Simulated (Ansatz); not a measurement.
Task: Name crystals whose density of states at the Fermi level per atom lies between 0.56 and 0.87 states/eV and whose Drude plasma energy lies between 2.7 and 4.2 eV, by PBEsol with spin-orbit coupling, rigid bands in Ansatz (an electronic-structure program).

Result: Many crystals can fit; among those computed here:
- Hf (P6_3/mmc): 0.74 states/eV, 4.1 eV

Metals at this level; values at 300 K, both spins, means over directions. As a rough test of the mesh, the Fermi surface's area from every second k point differs by up to 6 %.
